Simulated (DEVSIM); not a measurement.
Device: In0.49Ga0.51P/GaAs n-p heterojunction, at 300 K.

```
layer (left to right)       material  thickness (μm)  Nd (cm⁻³)  Na (cm⁻³)   τn (s)   τp (s)
---------------------  -------------  --------------  ---------  ---------  -------  -------
1                      In0.49Ga0.51P            1.20     8.1e16          -  5.3e-10  5.3e-10
2                               GaAs           0.820          -     1.9e16  5.3e-10  5.3e-10
```

Left contact: ohmic. Right contact: ohmic. Voltage is applied to the left contact. Recombination: SRH at mid-gap, Auger. Mobility is μmin + (μ − μmin)/(1 + (N/Nref)^α).

This is a model device: material constants are rounded textbook-type values typed into the input, and sizes, dopings and lifetimes were drawn at random. Values at 300 K.

```tsv
parameter	In0.49Ga0.51P	GaAs
gap (eV)	1.89	1.424
affinity (eV)	4	4.07
permittivity	11.8	12.9
Nc (cm⁻³)	9e17	4.7e17
Nv (cm⁻³)	1.3e19	9e18
μn (cm²/Vs)	1500	8500
μp (cm²/Vs)	80	400
μn,min	400	500
μp,min	15	20
Nref,n	2e16	6e16
Nref,p	1.5e17	1.5e17
αn	0.7	0.39
αp	0.8	0.38
Cn (cm⁶/s)	3e-30	1e-30
Cp (cm⁶/s)	3e-30	1e-30
```

Simulated with DEVSIM: 1D drift-diffusion, Boltzmann statistics, complete ionisation; no tunnelling, impact ionisation, image-force lowering or self-heating. Band offsets follow the typed affinities; no thermionic-emission limit at abrupt steps, no polarisation charge.

Base results: potential step across the device at zero bias (V) 1.272; dark forward voltage at 1 A/cm² (V) 0.952; dark forward voltage at 100 A/cm² (V) 1.078; largest field in the device at zero bias (V/cm) 79000.

Problem. What follows from this one change: doping Na of layer 2 1.9e+16 → 5.7e+14 cm^-3?

Solution. potential step across the device at zero bias 1.272 → 1.182 V; dark forward voltage at 1 A/cm² 0.952 → 0.821 V; dark forward voltage at 100 A/cm² 1.078 → 0.972 V; largest field in the device at zero bias 79000 → 30000 V/cm.

Problem. What follows from this one change: minority lifetime in layer 2 5.3e-10 → 1.6e-10 s?

Solution. potential step across the device at zero bias little changed (1.272 V); dark forward voltage at 1 A/cm² 0.952 → 0.947 V; dark forward voltage at 100 A/cm² little changed (1.077 V); largest field in the device at zero bias little changed (79000 V/cm).

Problem. What follows from this one change: constant mobility in place of the doping-dependent one?

Solution. potential step across the device at zero bias little changed (1.272 V); dark forward voltage at 1 A/cm² 0.952 → 0.941 V; dark forward voltage at 100 A/cm² 1.078 → 1.066 V; largest field in the device at zero bias little changed (79000 V/cm).
